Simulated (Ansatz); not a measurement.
Seebeck coefficient (μV/K, mean over directions) of p-type CdS (P6_3mc) against carrier density, HSE06, rigid bands run with Ansatz (a program for electronic structure). Computed gap 2.26 eV; densities at which minority carriers matter at this gap, or further valleys turn the trend, are left out. Conductivity mass 1.13 mₑ (harmonic mean over directions), N_v = 6.0e19 cm⁻³ at 300 K.

| hole density | 300 K | 500 K |
|---|---|---|
| 1e16 cm⁻³ | 974 | 1049 |
| 1e17 cm⁻³ | 775 | 850 |
| 1e18 cm⁻³ | 577 | 652 |
| 3e18 cm⁻³ | 483 | 558 |
| 1e19 cm⁻³ | 380 | (withheld) |
| 3e19 cm⁻³ | (withheld) | 361 |
| 1e20 cm⁻³ | 197 | 262 |
| 3e20 cm⁻³ | 124 | 178 |
| 1e21 cm⁻³ | (withheld) | 100 |

Problem. What belongs in the gaps?

Solution. 
- 1e19 cm⁻³, 500 K: 454
- 3e19 cm⁻³, 300 K: 289
- 1e21 cm⁻³, 300 K: 64

Rigid bands with a gap fixed in temperature, one relaxation time for all states, no polarons or phonon drag, and whether or not such doping can be reached. Spin-orbit coupling is left out; where it splits the top of the valence band, N_v and the p-type Seebeck coefficient come out somewhat high without it. Geometry: cell and atoms relaxed with PBEsol.
